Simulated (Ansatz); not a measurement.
Effect of pressure 15 GPa on VBiO4

Base system: VBiO₄ (space group I4_1/a, No. 88; a = 5.121 Å, c = 11.623 Å).

One thing is altered: a hydrostatic pressure of 15 GPa.

The values are results of Ansatz (a first-principles code), r2SCAN, PAW, cutoff 500 eV, without spin-orbit coupling, earlier PAW set, not measurements. k-mesh 7×7×7 (Γ-centred); smearing 0.05 eV (Fermi–Dirac).

The volume per atom decreases by 1.075 Å³, from 12.70 Å³ to 11.63 Å³ and the density increases by 0.65 g/cm³ (7.06 g/cm³ → 7.71 g/cm³). The lattice parameter a shrinks by 0.125 Å (5.121 Å → 4.996 Å) and the c/a ratio drops by 0.032, from 2.270 to 2.238. The shortest interatomic distance decreases by 0.017 Å (1.723 Å → 1.706 Å) and the enthalpy H = E + PV relative to the base's energy amounts to +1.14 eV/atom. The band gap shrinks by 0.39 eV, from 2.48 eV to 2.09 eV (an upper bound: an edge found on the path is not a true extremum; the changed cell).

With Bi present, leaving out spin-orbit coupling can change the band edges. Load acts through the strain it causes; cell and atoms are relaxed under it. Stability against distortions was not tested. Competing high-pressure phases were not computed. Starting moments died away, wholly or in part, for the base; another magnetic solution may exist. All final runs are without spin polarisation.
